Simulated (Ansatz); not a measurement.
**B under a change: isotropic strain +3.22 %**

Consider B (space group R-3m, No. 166; a = 4.898 Å, c = 12.513 Å (hexagonal axes)).

One thing is altered: the cell is scaled by 1.0322 in all directions, atoms relaxed at fixed cell.

Method: r2SCAN (Ansatz, a program for electronic structure, PAW, scalar-relativistic without spin-orbit coupling), earlier PAW set. Settings: 7×7×7 k-points, 0.05 eV Fermi–Dirac smearing.

```json
[
 {"quantity": "volume per atom", "base": "7.22 Å³", "changed": "7.94 Å³", "shift": "+0.72 Å³"},
 {"quantity": "space group", "base": "R-3m (No. 166)", "changed": "R-3m (No. 166)", "shift": "–"},
 {"quantity": "shortest interatomic distance", "base": "1.667 Å", "changed": "1.725 Å", "shift": "+0.058 Å"},
 {"quantity": "energy relative to the base (free energy F)", "base": "0 meV/atom", "changed": "+41 meV/atom", "shift": "+41 meV/atom"},
 {"quantity": "band gap", "base": "1.62 eV", "changed": "1.83 eV", "shift": "+0.215 eV"},
 {"quantity": "gap character", "base": "indirect, T → k = (0.286, 0.286, -0.286) in the run's primitive reciprocal basis", "changed": "indirect, T → k = (0.286, 0.286, -0.286) in the run's primitive reciprocal basis", "shift": "–"},
 {"quantity": "mean gap deformation potential ΔEg/Δln V", "base": "–", "changed": "+2.3 eV", "shift": "–"},
 {"quantity": "width of the top valence band", "base": "2.22 eV", "changed": "1.86 eV", "shift": "-0.36 eV"},
 {"quantity": "electron mass", "base": "–", "changed": "0.46 mₑ along k, 0.60 mₑ across (off the special points)", "shift": "–"},
 {"quantity": "hole mass", "base": "2.0 mₑ along k, 0.19 mₑ across (at T)", "changed": "2.3 mₑ along k, 0.22 mₑ across (at T)", "shift": "–"},
 {"quantity": "largest internal atomic displacement", "base": "–", "changed": "0.030 Å", "shift": "–"}
]
```

Final structure:

```
CELL_PARAMETERS angstrom
      2.52802     1.45955     4.30522
     -2.52802     1.45955     4.30522
      0.00000    -2.91911     4.30522
ATOMIC_POSITIONS crystal
  B  0.00851 0.65637 0.00851
  B  0.99149 0.34363 0.99149
  B  0.00851 0.00851 0.65637
  B  0.99149 0.99149 0.34363
  B  0.65637 0.00851 0.00851
  B  0.34363 0.99149 0.99149
  B  0.21654 0.63767 0.21654
  B  0.78346 0.36233 0.78346
  B  0.21654 0.21654 0.63767
  B  0.78346 0.78346 0.36233
  B  0.63767 0.21654 0.21654
  B  0.36233 0.78346 0.78346
```

Cost of the whole job for the changed cell (relaxation, final SCF and bands): around 60 core-seconds (rough).

Masses are band curvatures over ±0.01 Å⁻¹ around the edge. Along k means along the line from Γ to the band edge. No phonon test of stability was made.
